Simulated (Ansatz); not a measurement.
Start from ZnSe in the zinc blende structure (space group F-43m, No. 216; a = 5.6661 Å).

Method: r2SCAN, PAW, 500 eV (Ansatz, a program for electronic structure; spin-orbit coupling left out), earlier PAW set.

Base values:

```
Quantity                            Value
----------------------------  -----------
Gap character                 direct at Γ
Gap between the host's bands      1.86 eV
```

The change: 0.0455 holes added to each cell, a density of 1.0×10^21 cm⁻³, with a uniform compensating background at fixed cell and a 300 K Fermi–Dirac width.

Estimate the effect on the Fermi level from band edge.

The Fermi level relative to the doped band's edge (positive inside the band; to 0.05 eV) amounts to +0.20 eV.

Predict the new gap character.

The gap character stays direct at Γ.

Estimate the effect on the gap between the host's bands.

The gap between the host's bands increases by 0.03 eV to 1.89 eV.

Carriers are added with a uniform compensating background; total energy and stress of such cells depend on the potential's zero and are not compared; many-body gap narrowing is missing at this level. Stability against distortions was not tested.
